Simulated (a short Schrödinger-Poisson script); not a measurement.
## MOS inversion layer, SiO2 on p-type Si(110)

System: MOS inversion layer, SiO2 on p-type Si(110), at 300 K.

| layer | material | thickness (nm) | Na (cm⁻³) |
|---|---|---|---|
| 1 | SiO2 | 3 | - |
| 2 | Si | 700 | 3.8e17 |

The device is made up for the run: typed textbook-type constants, with dimensions and the other settings drawn at random. SiO2: permittivity 3.9, conduction-band edge (eV) 3.15, gap (eV) 9, electron mass (mₑ) 0.5. Si: permittivity 11.7, conduction-band edge (eV) 0, gap (eV) 1.124, Nv at 300 K (cm⁻³) 3.1e19.

Channel valleys (confinement mass, in-plane density-of-states mass, number): Δ4 0.315, 0.324, 4; Δ2 0.19, 0.417, 2. At the gate the conduction-band edge of layer 1 lies 3.71 eV − eVg above the Fermi level of the channel; the field vanishes at the back. Gaps are held at their typed values at every temperature. Mesh 0.03 nm at interfaces.

From a short Schrödinger-Poisson script (our own, NumPy): 1D Poisson equation in equilibrium, electrons quantum, Hartree (BenDaniel-Duke, 12 states a valley, the channel's in-plane mass for all, wave functions ending at the dielectric), parabolic valleys, classical holes, full ionisation, no traps, pinning or gate leakage.

```
Vg (V)  electrons (cm⁻²)  C (μF/cm²)  Δ4 E0 (meV)  Δ4 E1 (meV)  Δ2 E0 (meV)  Δ2 E1 (meV)
------  ----------------  ----------  -----------  -----------  -----------  -----------
0.5               1.89e6       0.182        417.4        492.5        436.1        523.8
0.6               4.13e7       0.174        337.2        415.8        356.7        448.6
0.7               9.36e8       0.170        256.2        337.9        276.5        372.2
0.8              2.00e10       0.236        176.8        261.5        197.8        297.0
0.9              1.93e11       0.560        117.7        205.4        139.7        242.0
1                5.87e11       0.763         88.4        179.1        111.5        216.5
1.1              1.08e12       0.844         72.1        165.7         96.4        203.6
1.2              1.61e12       0.885         61.0        157.5         86.6        195.9
1.3              2.17e12       0.910         52.7        151.9         79.5        190.8
1.4              2.74e12       0.927         46.0        147.9         74.0        187.1
1.5              3.32e12       0.940         40.4        144.8         69.5        184.3
1.6              3.91e12       0.950         35.5        142.4         65.8        182.2
1.7              4.50e12       0.959         31.2        140.4         62.6        180.6
1.8              5.10e12       0.966         27.3        138.9         59.8        179.3
1.9              5.71e12       0.972         23.8        137.6         57.3        178.2
2                6.32e12       0.977         20.5        136.5         55.1        177.4
2.1              6.93e12       0.982         17.5        135.6         53.2        176.7
2.2              7.54e12       0.986         14.6        134.9         51.3        176.1
2.3              8.16e12       0.990         11.9        134.2         49.7        175.6
```

Gate voltages with under 1e6 electrons/cm² are left out.

Subbands count from the Fermi level.
